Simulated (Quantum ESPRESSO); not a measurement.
A self-consistent single point of HfO2 (P4_2/nmc, 6 atoms in the cell) with Quantum ESPRESSO.

Method: PBE, GBRV 1.5 ultrasoft (PBE) pseudopotentials (plane waves; Quantum ESPRESSO 7.5).

```
HfO2
1.0
    3.48864     0.00000     0.00000
    0.00000     3.48864     0.00000
    0.00000     0.00000     5.07101
Hf O
2 4
Cartesian
  1.74432   1.74432   2.53550
  0.00000   0.00000   0.00000
  0.00000   1.74432   3.53556
  0.00000   1.74432   1.00005
  1.74432   0.00000   4.07096
  1.74432   0.00000   1.53545
```

Reference input (self-consistent single point, DFT, PBE, plane waves, GBRV 1.5 ultrasoft (PBE) pseudopotentials): ecutwfc = 40 Ry; ecutrho = 320 Ry; occupations = smearing; smearing = gaussian; degauss = 0.000734986 Ry; potentials = {Hf: hf_pbe_v1.uspp.F.UPF, O: o_pbe_v1.2.uspp.F.UPF}; K_POINTS = automatic 7 7 5 0 0 0; conv_thr = 1e-10 Ry. This run's input differs from it in these lines:

```diff
@@ -14,4 +14,4 @@
     ntyp = 2
-    ecutwfc = 40
-    ecutrho = 320
+    ecutwfc = 46
+    ecutrho = 368
     occupations = 'smearing'
```

The program printed (abridged):

```
     Self-consistent Calculation

     iteration #  1     ecut=    46.00 Ry     beta= 0.70

     negative rho (up, down):  2.181E-01 0.000E+00

     total energy              =    -447.39800751 Ry
     estimated scf accuracy    <       2.03935396 Ry

     iteration #  2     ecut=    46.00 Ry     beta= 0.70

     negative rho (up, down):  2.218E-01 0.000E+00

     total energy              =    -447.75715893 Ry
     estimated scf accuracy    <       1.10668399 Ry

     iteration #  3     ecut=    46.00 Ry     beta= 0.70

     negative rho (up, down):  2.252E-01 0.000E+00

     total energy              =    -448.03787960 Ry
     estimated scf accuracy    <       0.02781151 Ry

   [... 7 blocks of this kind left out ...]

     iteration # 11     ecut=    46.00 Ry     beta= 0.70

     negative rho (up, down):  2.273E-01 0.000E+00

     total energy              =    -448.04223858 Ry
     estimated scf accuracy    <          2.9E-10 Ry

     iteration # 12     ecut=    46.00 Ry     beta= 0.70

     negative rho (up, down):  2.273E-01 0.000E+00
     End of self-consistent calculation

     the Fermi energy is    12.7323 ev

!    total energy              =    -448.04223858 Ry
     estimated scf accuracy    <          1.6E-11 Ry
     smearing contrib. (-TS)   =      -0.00000000 Ry
     internal energy E=F+TS    =    -448.04223858 Ry

     convergence has been achieved in  12 iterations

     negative rho (up, down):  2.273E-01 0.000E+00

     Forces acting on atoms (cartesian axes, Ry/au):

     atom    1 type  1   force =     0.00000000    0.00000000    0.00000000
     atom    2 type  1   force =     0.00000000    0.00000000    0.00000000
     atom    3 type  2   force =     0.00000000    0.00000000    0.01999595
     atom    4 type  2   force =     0.00000000    0.00000000    0.01999595
     atom    5 type  2   force =     0.00000000    0.00000000   -0.01999595
   [... lines left out ...]
     Total force =     0.039992     Total SCF correction =     0.000000
   [... lines left out ...]

     negative rho (up, down):  2.273E-01 0.000E+00
          total   stress  (Ry/bohr**3)                   (kbar)     P=      265.98
   0.00188433   0.00000000   0.00000000          277.19        0.00        0.00
   0.00000000   0.00188433   0.00000000            0.00      277.19        0.00
   0.00000000   0.00000000   0.00165561            0.00        0.00      243.55

   JOB DONE.
```

The run converged in 12 iterations. Against the reference run the free energy falls by 4.6 meV/atom, the pressure goes from 26.30 to 26.60 GPa, the largest force moves little (0.517 to 0.514 eV/Å) and the gap on the mesh stays at 4.997 eV.

The starting cell comes from a database of computed structures (which also holds hypothetical and non-ambient phases and stackings), without a prior relaxation at this level. Its lattice was rescaled by a random factor within 2.5 % of one. Spin-orbit coupling is off.

Cost on one core of a shared machine: roughly 50 s.
